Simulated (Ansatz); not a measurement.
# Parameter sweep on Hf2SiMo3 (P6_3/mmc, 12 atoms in the cell)

```
CELL_PARAMETERS angstrom
      5.31989     0.00000     0.00000
     -2.65995     4.60716     0.00000
      0.00000     0.00000     8.63082
ATOMIC_POSITIONS crystal
  Hf 0.66667 0.33333 0.93674
  Hf 0.33333 0.66667 0.06326
  Hf 0.33333 0.66667 0.43674
  Hf 0.66667 0.33333 0.56326
  Si 0.00000 0.00000 0.00000
  Si 0.00000 0.00000 0.50000
  Mo 0.17022 0.34043 0.75000
  Mo 0.82978 0.65957 0.25000
  Mo 0.82978 0.17022 0.25000
  Mo 0.17022 0.82978 0.75000
  Mo 0.65957 0.82978 0.75000
  Mo 0.34043 0.17022 0.25000
```

Base run A: LDA (PW92), default PAW files made with PBE run with Ansatz (a program for electronic structure), self-consistent single point.

Its settings: kpoints.mp_grid.grid = 6 6 3; hamiltonian.xc = lda; hamiltonian.pseudopotentials = {kind: paw} (the program's default PAW files); scf.occupations.method = fermi_dirac; scf.occupations.width = 0.0073 Ry.

The starting cell comes from a database of computed structures (which also holds hypothetical and non-ambient phases and stackings), without a prior relaxation at this level. Its lattice was rescaled by a random factor within 2.5 % of one. Spin polarisation is off. In the base run, with a pressure of about -13 GPa the cell is away from its equilibrium volume at this level. Ansatz's pressure includes its estimate of the finite-basis (Pulay) stress.

ΔF is the free energy per atom less that of run A. 

Runs:
- B: scf.mixing.preconditioner: default (the program chose Kerker) → none
- C: scf.mixing.preconditioner: default (the program chose Kerker) → kerker
- D: scf.mixing.preconditioner: default (the program chose Kerker) → kerker_dos
- E: scf.mixing.preconditioner: default (the program chose Kerker) → resta; scf.mixing.eps_inf: default → 5
- F: scf.mixing.preconditioner: default (the program chose Kerker) → ldos
- G: scf.mixing.preconditioner: default (the program chose Kerker) → local_kerker
- H: scf.mixing.preconditioner: default (the program chose Kerker) → kerker; scf.mixing.q_tf: default → 0.2
- I: scf.mixing.preconditioner: default (the program chose Kerker) → kerker; scf.mixing.q_tf: default → 0.5
- J: scf.mixing.preconditioner: default (the program chose Kerker) → kerker; scf.mixing.q_tf: default → 1.5

```csv
run,ΔF (meV/atom),pressure (GPa),largest force (eV/Å),iterations
A,0.00,-12.63,0.179,7
B,0.00,-12.63,0.179,9
C,0.00,-12.63,0.179,8
D,0.00,-12.63,0.179,8
E,0.00,-12.63,0.179,8
F,0.00,-12.63,0.179,8
G,0.00,-12.63,0.179,7
H,0.00,-12.63,0.179,9
I,0.00,-12.63,0.179,8
J,0.00,-12.63,0.179,7
```

Runs B, C, D, E, F, G, H, I, J ended on the same solution as A (within 1 meV/atom).

Keys are those of Ansatz 0.2.
